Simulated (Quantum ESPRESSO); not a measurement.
How a calculation on Hf₂N (P1, 6 atoms in the cell) responds to its settings

```xyz
6
Lattice="5.3131 0.0000 0.0000 0.0000 5.3131 0.0000 0.0000 0.0000 3.2421" Properties=species:S:1:pos:R:3 pbc="T T T"
Hf     1.5116     1.4611    -0.0372
Hf     3.7568     3.9197     0.0171
Hf     0.9645     4.1977     1.7165
Hf     4.3976     1.2303     1.5199
N      0.0012    -0.1406    -0.0399
N      2.6509     2.6146     1.6867
```

Base run A: LDA (PZ), GBRV 1.5 ultrasoft (LDA) pseudopotentials run with Quantum ESPRESSO, self-consistent single point.

Its settings: ecutwfc = 40 Ry; ecutrho = 320 Ry; occupations = smearing; smearing = fd; degauss = 0.0073499 Ry; potentials = {Hf: hf_lda_v1.uspp.F.UPF, N: n_lda_v1.2.uspp.F.UPF}; K_POINTS = automatic 4 4 6 0 0 0; conv_thr = 1e-10 Ry; mixing_beta = 0.4.

The starting cell comes from a database of computed structures (which also holds hypothetical and non-ambient phases and stackings), without a prior relaxation at this level. Its atoms were displaced at random from the sites of space group no. 136. In the base run, with a pressure of about -3 GPa the cell is away from its equilibrium volume at this level. In the base run, forces exceed 1 eV/Å.

ΔF is the free energy per atom less that of run A. 

Run A gave: pressure (GPa) -3.39; largest force (eV/Å) 4.031.

Runs:
- B: lattice scaled by 0.97
- C: lattice scaled by 0.97; ecutwfc: 40 Ry → 24 Ry; ecutrho: 320 Ry → 192 Ry
- D: lattice scaled by 0.985
- E: lattice scaled by 0.985; ecutwfc: 40 Ry → 24 Ry; ecutrho: 320 Ry → 192 Ry
- F: lattice scaled by 1.015
- G: lattice scaled by 1.015; ecutwfc: 40 Ry → 24 Ry; ecutrho: 320 Ry → 192 Ry
- H: lattice scaled by 1.03
- I: lattice scaled by 1.03; ecutwfc: 40 Ry → 24 Ry; ecutrho: 320 Ry → 192 Ry
- J: ecutwfc: 40 Ry → 24 Ry; ecutrho: 320 Ry → 192 Ry

Problem. What does run J change against A?

Solution. The free energy rises by 262 meV/atom, the pressure goes from -3.39 to -14.62 GPa and the largest force goes from 4.031 to 4.064 eV/Å.

Problem. What does run F change against A?

Solution. The free energy goes up by 29.3 meV/atom, the pressure goes from -3.39 to -11.44 GPa and the largest force goes from 4.031 to 3.446 eV/Å.

Problem. What does run G change against A?

Solution. The free energy rises by 292 meV/atom, the pressure goes from -3.39 to -22.23 GPa and the largest force goes from 4.031 to 3.500 eV/Å.

```json
[
 {"run": "A", "ΔF (meV/atom)": "0.00", "pressure (GPa)": "-3.39", "largest force (eV/Å)": "4.031"},
 {"run": "B", "ΔF (meV/atom)": "63.0", "pressure (GPa)": "18.36", "largest force (eV/Å)": "5.377"},
 {"run": "C", "ΔF (meV/atom)": "329.4", "pressure (GPa)": "5.76", "largest force (eV/Å)": "5.364"},
 {"run": "D", "ΔF (meV/atom)": "9.4", "pressure (GPa)": "6.44", "largest force (eV/Å)": "4.674"},
 {"run": "E", "ΔF (meV/atom)": "274.5", "pressure (GPa)": "-5.49", "largest force (eV/Å)": "4.684"},
 {"run": "F", "ΔF (meV/atom)": "29.3", "pressure (GPa)": "-11.44", "largest force (eV/Å)": "3.446"},
 {"run": "G", "ΔF (meV/atom)": "292.0", "pressure (GPa)": "-22.23", "largest force (eV/Å)": "3.500"},
 {"run": "H", "ΔF (meV/atom)": "92.1", "pressure (GPa)": "-17.96", "largest force (eV/Å)": "2.917"},
 {"run": "I", "ΔF (meV/atom)": "353.1", "pressure (GPa)": "-28.23", "largest force (eV/Å)": "2.982"},
 {"run": "J", "ΔF (meV/atom)": "261.8", "pressure (GPa)": "-14.62", "largest force (eV/Å)": "4.064"}
]
```
